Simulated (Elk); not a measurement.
**Elk run on SrTiO₃ (Pm-3m, 5 atoms in the cell): self-consistent single point**

Computed with PBE, all-electron FP-LAPW, Elk's shipped species files, APW+lo basis with extra local orbitals (Elk).

Input as run:

```
tasks
  0

xctype
  20

tforce
  .true.

rgkmax
  7.5

gmaxvr
  18.0

lmaxapw
  10

lmaxo
  8

nxlo
  2

lorbcnd
  .true.

lradstp
  2

nrmtscf
  2.0

rmtscf
  0.84

lmaxi
  4

stype
  3

swidth
  0.000734986

scale
  7.538038143

avec
    1.0000000000    0.0000000000    0.0000000000
    0.0000000000    1.0000000000    0.0000000000
    0.0000000000    0.0000000000    1.0000000000

sppath
  'species/'

atoms
  3   : nspecies
  'Sr.in'   : spfname
  1   : natoms; atposl, bfcmt below
  0.0000000000  0.0000000000  0.0000000000    0.0 0.0 0.0
  'Ti.in'   : spfname
  1   : natoms; atposl, bfcmt below
  0.5000000000  0.5000000000  0.5000000000    0.0 0.0 0.0
  'O.in'   : spfname
  3   : natoms; atposl, bfcmt below
  0.5000000000  0.0000000000  0.5000000000    0.0 0.0 0.0
  0.0000000000  0.5000000000  0.5000000000    0.0 0.0 0.0
  0.5000000000  0.5000000000  0.0000000000    0.0 0.0 0.0

ngridk
  6 6 6
```

Output (repeated stretches shortened):

```
│ Elk code version 10.2.4 │

All units are atomic (Hartree, Bohr, etc.)

│ Ground-state run starting from atomic densities │

Lattice vectors :
   7.538038143       0.000000000       0.000000000
   0.000000000       7.538038143       0.000000000
   0.000000000       0.000000000       7.538038143

Unit cell volume      :    428.3265469
Brillouin zone volume :   0.5791147320

Muffin-tin inner radius fraction :   0.1000000000E-01

Nuclei treated as point charges

Species :    1 (Sr)
 parameters loaded from : Sr.in
 name : strontium
 nuclear charge    :   -38.00000000
 electronic charge :    38.00000000
 atomic mass :    159721.4890
 muffin-tin radius :    2.184000000
 number of radial points in muffin-tin :   1199
 atomic positions (lattice), magnetic fields (Cartesian) :
   1 :   0.00000000  0.00000000  0.00000000    0.00000000  0.00000000  0.00000000

Species :    2 (Ti)
 parameters loaded from : Ti.in
 name : titanium
 nuclear charge    :   -22.00000000
 electronic charge :    22.00000000
 atomic mass :    87256.20310
 muffin-tin radius :    2.016000000
 number of radial points in muffin-tin :    999
 atomic positions (lattice), magnetic fields (Cartesian) :
   1 :   0.50000000  0.50000000  0.50000000    0.00000000  0.00000000  0.00000000

Species :    3 (O)
 parameters loaded from : O.in
 name : oxygen
 nuclear charge    :   -8.000000000
 electronic charge :    8.000000000
 atomic mass :    29165.12202
 muffin-tin radius :    1.512000000
 number of radial points in muffin-tin :    599
 atomic positions (lattice), magnetic fields (Cartesian) :
   1 :   0.50000000  0.00000000  0.50000000    0.00000000  0.00000000  0.00000000
   2 :   0.00000000  0.50000000  0.50000000    0.00000000  0.00000000  0.00000000
   3 :   0.50000000  0.50000000  0.00000000    0.00000000  0.00000000  0.00000000

Total number of atoms per unit cell :    5

Spin treatment :
 spin-unpolarised

Number of Bravais lattice symmetries :   48
   [... lines left out ...]
 potential will be trimmed for |G| > 2 gkmax
Constant for pseudocharge density :   10
Radial integration step length :    2

G-vector grid sizes :     45    45    45
Number of G-vectors :    42211

Maximum angular momentum used for
 APW functions                      :   10
 outer part of muffin-tin           :    8
 inner part of muffin-tin           :    4

Total nuclear charge    :   -84.00000000
Total core charge       :    44.00000000
Total valence charge    :    40.00000000
Total excess charge     :    0.000000000
Total electronic charge :    84.00000000

Effective Wigner radius, rₛ :    1.067748653

Number of empty states         :   20
Total number of valence states :   40
Total number of core states    :   44

Conduction state local-orbitals added automatically
Total number of local-orbitals :  505

Exchange-correlation functional :     20     0     0
 Perdew-Burke-Ernzerhof, Phys. Rev. Lett. 77, 3865 (1996)
 gradient requirement :    1
 generalised gradient approximation (GGA)

Smearing type :    3
 Fermi-Dirac
Smearing width :   0.7349860000E-03
Effective electronic temperature (K) :    232.0902224

Mixing type :    3
 Broyden mixing, J. Phys. A: Math. Gen. 17, L317 (1984)

Kohn-Sham potential initialised from atomic data
│ Self-consistent loop started │
│ Loop number : 1 │
 total energy                :     -4265.69840470
│ Loop number : 2 │
 total energy                :     -4265.69600945
RMS change in Kohn-Sham potential (target) :   0.9178892354     (  0.1000000000E-05)
Absolute change in total energy (target)   :   0.2395253237E-02 (  0.1000000000E-03)
│ Loop number : 3 │
 total energy                :     -4265.60771133
RMS change in Kohn-Sham potential (target) :   0.9009460870     (  0.1000000000E-05)
Absolute change in total energy (target)   :   0.8889692859E-01 (  0.1000000000E-03)
│ Loop number : 4 │
 total energy                :     -4264.52353324
RMS change in Kohn-Sham potential (target) :   0.4291733075     (  0.1000000000E-05)
Absolute change in total energy (target)   :    1.106402327     (  0.1000000000E-03)
│ Loop number : 5 │
 total energy                :     -4259.96207375
RMS change in Kohn-Sham potential (target) :   0.2048642641     (  0.1000000000E-05)
Absolute change in total energy (target)   :    4.838060072     (  0.1000000000E-03)
   [... lines left out ...]
Absolute change in total energy (target)   :   0.4501155556E-01 (  0.1000000000E-03)
│ Loop number : 13 │
 total energy                :     -4259.85221689
RMS change in Kohn-Sham potential (target) :   0.8678976033E-04 (  0.1000000000E-05)
Absolute change in total energy (target)   :   0.1545385323E-01 (  0.1000000000E-03)
│ Loop number : 14 │
 total energy                :     -4259.85234695
RMS change in Kohn-Sham potential (target) :   0.2596323578E-04 (  0.1000000000E-05)
Absolute change in total energy (target)   :   0.3733407848E-02 (  0.1000000000E-03)
│ Loop number : 15 │
 total energy                :     -4259.85284961
RMS change in Kohn-Sham potential (target) :   0.5040618840E-05 (  0.1000000000E-05)
Absolute change in total energy (target)   :   0.4306878109E-03 (  0.1000000000E-03)
│ Loop number : 16 │
 total energy                :     -4259.85298599
RMS change in Kohn-Sham potential (target) :   0.9921814374E-06 (  0.1000000000E-05)
Absolute change in total energy (target)   :   0.2871035031E-04 (  0.1000000000E-03)
Convergence targets achieved

│ Loop number : 17 │

Energies :
 Fermi                       :     0.271652310783
 sum of eigenvalues          :     -2477.18843311
 electron kinetic            :      4362.33339703
 core electron kinetic       :      4196.54783692
 Coulomb                     :     -8449.03928124
 Coulomb potential           :     -6614.72206320
 nuclear-nuclear             :     -508.206837061
 electron-nuclear            :     -9266.94282515
 Hartree                     :      1326.11038097
 Madelung                    :     -5141.67824963
 xc potential                :     -224.799766936
 exchange                    :     -169.478978418
 correlation                 :     -3.66814244280
 electron entropic           :    -0.159650342351E-11
 total energy                :     -4259.85300506

Density of states at Fermi energy :   0.1361379710E-06
 (states/Hartree/unit cell)

Estimated indirect band gap :   0.6489545949E-01
 from k-point     20 to k-point      1
Estimated direct band gap   :   0.7875688521E-01
 at k-point      1

Charges :
 core                        :    44.00000000
 valence                     :    40.00000000
 interstitial                :    8.705386935
 muffin-tins (core leakage)
  species :    1 (Sr)
   atom    1                 :    35.22675700     (  0.3585853778E-03)
  species :    2 (Ti)
   atom    1                 :    19.42041106     (  0.4556188493E-07)
  species :    3 (O)
   atom    1                 :    6.882481669     (  0.3275730565E-06)
   atom    2                 :    6.882481669     (  0.3275730565E-06)
   atom    3                 :    6.882481669     (  0.3275730565E-06)
 total in muffin-tins        :    75.29461306
 total calculated charge     :    83.99950680
 total charge                :    84.00000000
 error                       :   0.4931981518E-03

│ Self-consistent loop stopped │

Forces :
 species :    1 (Sr)
  atom :    1
   Hellmann-Feynman          :    -0.00000000    0.00000000    0.00000000
   IBS                       :     0.00000000   -0.00000000    0.00000000
   total force               :    -0.00000000   -0.00000000    0.00000000
   total magnitude           :     0.00000000
 species :    2 (Ti)
  atom :    1
   Hellmann-Feynman          :    -0.00000000    0.00000000    0.00000000
   IBS                       :     0.00000000    0.00000000    0.00000000
   total force               :     0.00000000    0.00000000    0.00000000
   total magnitude           :     0.00000000
 species :    3 (O)
  atom :    1
   Hellmann-Feynman          :    -0.00000000    0.00000000    0.00000000
   IBS                       :     0.00000000   -0.00000000    0.00000000
   total force               :    -0.00000000    0.00000000    0.00000000
   total magnitude           :     0.00000000
  atom :    2
   Hellmann-Feynman          :     0.00000000    0.00000000    0.00000000
   IBS                       :    -0.00000000    0.00000000    0.00000000
   total force               :     0.00000000    0.00000000    0.00000000
   total magnitude           :     0.00000000
  atom :    3
   Hellmann-Feynman          :    -0.00000000    0.00000000    0.00000000
   IBS                       :     0.00000000   -0.00000000    0.00000000
   total force               :     0.00000000    0.00000000    0.00000000
   total magnitude           :     0.00000000
```

The run converged in 17 iterations. The count includes the last loop, which Elk runs after its targets are met.

The starting cell has typed, rounded lattice constants, without a prior relaxation at this level. Its lattice was rescaled by a random factor within 2.5 % of one. Values depend on the basis (sphere radii, cutoffs, local orbitals), which need not be converged.

Cost on one core of a shared machine: roughly 2 min.
